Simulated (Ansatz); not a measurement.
A computed series for WSi2: response to strain

Base system: WSi$_{2}$ (space group I4/mmm, No. 139; relaxed with 0.1 eV smearing).

```
WSi2
1.0
   -1.61445     1.61445     3.93487
    1.61445    -1.61445     3.93487
    1.61445     1.61445    -3.93487
Si W
2 1
Direct
  0.66548   0.66548   0.00000
  0.33452   0.33452   0.00000
  0.00000   0.00000   0.00000
```

Strains are applied to the cell and any free atomic positions relax.

Level of theory: PBE, PAW, 420 eV (Ansatz, an electronic-structure program; without spin-orbit coupling).

Notes on the quantities. energy relative to the base: free energy F; pressure: mean of the normal stresses, compression positive.

```json
[
 {"case": "base", "energy relative to the base": "0 meV/atom", "volume per atom": "13.67 Å³", "pressure": "0.0 GPa"},
 {"case": "isotropic strain −2.00 %", "energy relative to the base": "+36 meV/atom", "volume per atom": "12.87 Å³", "pressure": "15.1 GPa"},
 {"case": "isotropic strain −1.50 %", "energy relative to the base": "+20 meV/atom", "volume per atom": "13.07 Å³", "pressure": "10.9 GPa"},
 {"case": "isotropic strain −1.00 %", "energy relative to the base": "+8.7 meV/atom", "volume per atom": "13.27 Å³", "pressure": "7.0 GPa"},
 {"case": "isotropic strain −0.50 %", "energy relative to the base": "+2.1 meV/atom", "volume per atom": "13.47 Å³", "pressure": "3.4 GPa"},
 {"case": "isotropic strain +0.50 %", "energy relative to the base": "+2.1 meV/atom", "volume per atom": "13.88 Å³", "pressure": "-3.2 GPa"},
 {"case": "isotropic strain +1.50 %", "energy relative to the base": "+18 meV/atom", "volume per atom": "14.30 Å³", "pressure": "-8.8 GPa"},
 {"case": "isotropic strain +2.00 %", "energy relative to the base": "+31 meV/atom", "volume per atom": "14.51 Å³", "pressure": "-11.3 GPa"},
 {"case": "isotropic strain +2.50 %", "energy relative to the base": "+48 meV/atom", "volume per atom": "14.73 Å³", "pressure": "-13.6 GPa"},
 {"case": "isotropic strain +3.00 %", "energy relative to the base": "+68 meV/atom", "volume per atom": "14.94 Å³", "pressure": "-15.8 GPa"}
]
```

No phonon test of stability was made. The final runs are not spin-polarised.
